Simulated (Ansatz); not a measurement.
A computed series for Zr3N4: pressure series

Take Zr$_{3}$N$_{4}$ (space group I-43d, No. 220; a = 6.783 Å) as the base.

Cell and atoms are relaxed at each pressure.

The values are results of PBE/PAW in Ansatz (a quantum-chemistry and plane-wave program), no spin-orbit coupling, not measurements.

Notes on the quantities. electron mass: degenerate bands, along [100].

| change | electron mass | lattice parameter a |
|---|---|---|
| base | 0.34, 0.44 mₑ (at Γ) | 6.783 Å |
| pressure −2 GPa | 0.35, 0.45 mₑ (at Γ) | 6.808 Å |
| pressure −1 GPa | 0.35, 0.45 mₑ (at Γ) | 6.795 Å |
| pressure 0.3 GPa | 0.34, 0.44 mₑ (at Γ) | 6.780 Å |
| pressure 0.7 GPa | 0.34, 0.44 mₑ (at Γ) | ___ |
| pressure 1.5 GPa | 0.34, 0.44 mₑ (at Γ) | 6.766 Å |
| pressure 3 GPa | 0.33, 0.44 mₑ (at Γ) | 6.750 Å |
| pressure 5 GPa | 0.32, 0.44 mₑ (at Γ) | 6.730 Å |
| pressure 7.5 GPa | 0.31, 0.44 mₑ (at Γ) | 6.707 Å |
| pressure 10 GPa | 0.30, 0.43 mₑ (at Γ) | 6.686 Å |

Some entries are withheld; estimate them.


- pressure 0.7 GPa, lattice parameter a: 6.775 Å

The levels and masses belong to the bands next to the band gap. Load acts through the strain it causes; cell and atoms are relaxed under it. Effective masses come from finite differences of ±0.01 Å⁻¹. Stability against distortions was not tested. No other phases were tried under pressure.
